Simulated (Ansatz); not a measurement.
## Ba2TaBiO6 (space group R-3, No. 148; a cell from a computed database, its experimental status unchecked)

```cif
data_Ba6Bi3O18Ta3
_chemical_formula_sum 'Ba6 Ta3 Bi3 O18'
_space_group_name_H-M_alt 'R-3 :H'
_space_group_IT_number 148
_space_group_name_Hall '-R 3'
_cell_length_a 6.07214
_cell_length_b 6.07214
_cell_length_c 14.58885
_cell_angle_alpha 90.000
_cell_angle_beta 90.000
_cell_angle_gamma 120.000
loop_
_atom_site_label
_atom_site_type_symbol
_atom_site_symmetry_multiplicity
_atom_site_Wyckoff_symbol
_atom_site_fract_x
_atom_site_fract_y
_atom_site_fract_z
_atom_site_occupancy
Ba1 Ba 6 c 0.00000 0.00000 0.25174 1
Ta1 Ta 3 b 0.00000 0.00000 0.50000 1
Bi1 Bi 3 a 0.00000 0.00000 0.00000 1
O1 O 18 f 0.12167 0.36429 0.08825 1
```
(The calculation used a cell of 10 atoms; values per cell refer to that cell.)

Calculations: plane-wave PAW DFT at the PBEsol level (Ansatz, an electronic-structure program, 420 eV), no spin-orbit coupling. Settings: 7×7×7 k-points, 0.05 eV Fermi–Dirac smearing.

```json
{
  "volume_per_atom": "15.53 Å³",
  "density": "8.13 g/cm³",
  "band_gap": "2.46 eV, indirect, T → L",
  "hole_mass": "0.75 mₑ along k, 0.33 mₑ across",
  "total_energy": "-3714.961 eV/atom (σ→0; compares only within this code and set-up)"
}
```

Spin-orbit coupling, missing from the scalar runs, can matter with Bi and Ta. Masses are band curvatures over ±0.01 Å⁻¹ around the edge. Along k means along the line from Γ to the band edge. Stability against distortions was not tested.
